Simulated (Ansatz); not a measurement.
Fermi-surface data of Nb (I4/mmm)

Data:

```
Nb
1.0
   -1.63100     1.63100     1.65196
    1.63100    -1.63100     1.65196
    1.63100     1.63100    -1.65196
Nb
1
Direct
  0.00000   0.00000   0.00000
```

Computed with PBEsol, rigid bands (plane waves, PAW, scalar-relativistic; Ansatz, a program for electronic structure). Condition of this run: uniaxial stress zz = -2 GPa (compression positive) (the target of the relaxation). Cell: cell and atoms relaxed with PBEsol, then loaded as said.

```json
{
 "density of states at the Fermi level": "1.43 states/(eV·cell), both spins",
 "bare Sommerfeld coefficient": "3.4 mJ/(mol of atoms·K²)",
 "drude_plasma_energy": "9.4 eV",
 "root-mean-square Fermi velocity": "6.4e5 m/s",
 "resistivity times τ": "5.5 (x), 5.5 (y), 5.7 (z) ×10⁻²² Ω·m·s",
 "resistivity_times_mean_free_path": "3.8 ×10⁻¹⁶ Ω·m²"
}
```

A metal at this level (no band gap); rigid bands, thermally averaged at 300 K, both spins. Spin-orbit coupling is left out. τ is one relaxation time for all states; the product of resistivity and mean free path takes one path for all states instead.
